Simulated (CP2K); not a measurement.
Band structure of NaLiZrWO₆ (F-43m, 10 atoms in the cell).

```yaml
crystal:
  lattice:
    - [5.59381, 0.00000, 0.00000]
    - [2.79690, 4.84438, 0.00000]
    - [2.79690, 1.61479, 4.56732]
  atoms:
    - { symbol: Na, position: [0.75000, 0.75000, 0.75000] }
    - { symbol: Li, position: [0.25000, 0.25000, 0.25000] }
    - { symbol: Zr, position: [0.00000, 0.00000, 0.00000] }
    - { symbol: W, position: [0.50000, 0.50000, 0.50000] }
    - { symbol: O, position: [0.74052, 0.25948, 0.25948] }
    - { symbol: O, position: [0.74052, 0.25948, 0.74052] }
    - { symbol: O, position: [0.25948, 0.74052, 0.74052] }
    - { symbol: O, position: [0.25948, 0.74052, 0.25948] }
    - { symbol: O, position: [0.74052, 0.74052, 0.25948] }
    - { symbol: O, position: [0.25948, 0.25948, 0.74052] }
```

Level of theory: PBEsol, GPW, DZVP-MOLOPT-SR-GTH basis, GTH-PBE potentials (GTH_POTENTIALS) run with CP2K 2026.2.

Settings: CUTOFF = 950 Ry; REL_CUTOFF = 50 Ry; KPOINTS/SCHEME = MONKHORST-PACK 3 3 3; XC_FUNCTIONAL = PBE:PBESOL; Na/BASIS_SET = DZVP-MOLOPT-SR-GTH; Na/POTENTIAL = GTH-PBE-q9; Li/BASIS_SET = DZVP-MOLOPT-SR-GTH; Li/POTENTIAL = GTH-PBE-q3; Zr/BASIS_SET = DZVP-MOLOPT-SR-GTH; Zr/POTENTIAL = GTH-PBE-q12; W/BASIS_SET = DZVP-MOLOPT-SR-GTH; W/POTENTIAL = GTH-PBE-q14; O/BASIS_SET = DZVP-MOLOPT-SR-GTH; O/POTENTIAL = GTH-PBE-q6.

The starting cell comes from a database of computed structures (which also holds hypothetical and non-ambient phases and stackings), without a prior relaxation at this level. Its lattice was rescaled by a random factor within 2.5 % of one. Spin-orbit coupling is off. Values carry the incompleteness of an atom-centred basis. The potentials were made for another functional than the one used.

Problem. Predict the gap along the standard path and the places of the band edges.

Solution. The gap along the path is 1.88 eV, direct at Γ to within 0.01 eV. Another conduction valley lies within 0.1 eV, so the order of the valleys is not sure.

Levels in eV from the top of the valence band on the SCF mesh, bands 34 to 38:
```json
[
 {"point": "Γ", "34": "-0.90", "35": "0.00", "36": "0.00", "37": "0.00", "38": "1.88"},
 {"point": "X", "34": "-1.51", "35": "-0.95", "36": "-0.95", "37": "-0.02", "38": "1.93"},
 {"point": "W", "34": "-1.44", "35": "-1.44", "36": "-0.56", "37": "-0.55", "38": "3.28"},
 {"point": "K", "34": "-1.53", "35": "-1.14", "36": "-1.02", "37": "-0.25", "38": "2.69"},
 {"point": "L", "34": "-0.76", "35": "-0.75", "36": "-0.75", "37": "-0.49", "38": "3.23"},
 {"point": "U", "34": "-1.53", "35": "-1.14", "36": "-1.02", "37": "-0.25", "38": "2.69"}
]
```

Higher empty bands are left out: an atom-centred basis made for the valence describes them poorly.
